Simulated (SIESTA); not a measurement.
Band structure of SiTe₂ (P-3m1, 3 atoms in the cell).

```yaml
crystal:
  lattice:
    - [3.79211, 0.00000, 0.00000]
    - [-1.89605, 3.28406, 0.00000]
    - [0.00000, 0.00000, 7.06352]
  atoms:
    - { symbol: Si, position: [0.00000, 0.00000, 0.00000] }
    - { symbol: Te, position: [0.33333, 0.66667, 0.77341] }
    - { symbol: Te, position: [0.66667, 0.33333, 0.22659] }
```

Level of theory: GGA PBEsol, numerical atomic orbitals DZP, PseudoDojo PBEsol standard norm-conserving potentials (rewritten from UPF to PSML) in SIESTA.

Settings: XC.functional = GGA; XC.authors = PBEsol; potentials = PseudoDojo PBEsol standard; PAO.BasisSize = DZP; PAO.EnergyShift = 0.01 Ry; MeshCutoff = 400 Ry; kgrid.MonkhorstPack = 8 8 4; OccupationFunction = MP; OccupationMPOrder = 0; ElectronicTemperature = 0.272 eV; MaxSCFIterations = 150; SCF.Mixer.Method = Pulay; SCF.Mixer.Weight = 0.2; SCF.Mixer.History = 8.

The starting cell comes from a database of computed structures (which also holds hypothetical and non-ambient phases and stackings), without a prior relaxation at this level. Its lattice was rescaled by a random factor within 2.5 % of one. Spin-orbit coupling is off. Values carry the incompleteness of an atom-centred basis. The run gives no clean gap (levels at the Fermi energy touch, overlap or are partly filled at this smearing), which alone does not show that the compound is a metal.

Levels in eV from the Fermi level, bands 15 to 20:
| point | 15 | 16 | 17 | 18 | 19 | 20 |
|---|---|---|---|---|---|---|
| Γ | -0.64 | -0.64 | -0.14 | -0.14 | 1.00 | 3.20 |
| M | -3.22 | -2.90 | -1.73 | -0.51 | -0.18 | 2.99 |
| K | -4.45 | -4.32 | -1.75 | -1.75 | 0.47 | 5.04 |
| A | -0.64 | -0.64 | -0.09 | -0.09 | 1.71 | 3.15 |
| L | -2.86 | -2.64 | -1.26 | -0.67 | -0.66 | 2.85 |
| H | -4.68 | -4.45 | -1.06 | -1.06 | 1.11 | 3.61 |

Bands cross the Fermi level along this path, so the cell is metallic at this level.

Higher empty bands are left out: an atom-centred basis made for the valence describes them poorly.
